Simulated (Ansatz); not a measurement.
# AlN: pressure series

Take AlN in the wurtzite structure (space group P6_3mc, No. 186; a = 3.089 Å, c = 4.943 Å) as the base.

Cell and atoms are relaxed at each pressure.

Level of theory: Ansatz (an electronic-structure program), LDA, PAW, cutoff 420 eV, no spin-orbit coupling.

Q: Only one of these has a direct gap. Which?
(A) pressure −2 GPa
(B) pressure 22.5 GPa
(C) pressure 30 GPa

A: A, pressure −2 GPa. Computed: pressure −2 GPa: direct at Γ; pressure 30 GPa: indirect, Γ → K; pressure 22.5 GPa: indirect, Γ → K

Load acts through the strain it causes; cell and atoms are relaxed under it. Whether these cells are dynamically stable was not tested. Measured, AlN leaves this structure (for rock salt) near 14 GPa (temperature not stated; as listed in Datta, Sujoy, Jana, Debnarayan, arXiv (2020)), on rising pressure, with hysteresis.
